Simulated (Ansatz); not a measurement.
**Zr: response to strain**

Base system: Zr in the hcp (Mg type) structure (space group P6_3/mmc, No. 194; a = 3.2443 Å, c = 5.1580 Å; relaxed with 0.1 eV smearing). Axes: x lies along a and z along c of the hexagonal cell.

Strains are applied to the cell and any free atomic positions relax.

Computed with r2SCAN (Ansatz, a program for electronic structure), scalar-relativistic without spin-orbit coupling.

Notes on the quantities. energy relative to the base: free energy F.

| uniaxial strain ε_xx (%) | energy relative to the base (meV/atom) |
|---|---|
| -3 | 10.2 |
| -2.5 | ? |
| -2 | 4.5 |
| -1.5 | 2.5 |
| -1 | 1.1 |
| -0.5 | 0.3 |
| 0 | 0.0 |

Problem. Fit ΔE = Aε² + Bε³ (ε in %) to the rows shown and predict the withheld row.

Solution. Least squares on the printed values gives A = 1.10 and B = -0.011 meV/atom (largest residual 0.0 meV/atom); this predicts 7.0 meV/atom, and the run gives 7.0 meV/atom, in agreement.

No phonon test of stability was made. The final runs are not spin-polarised.
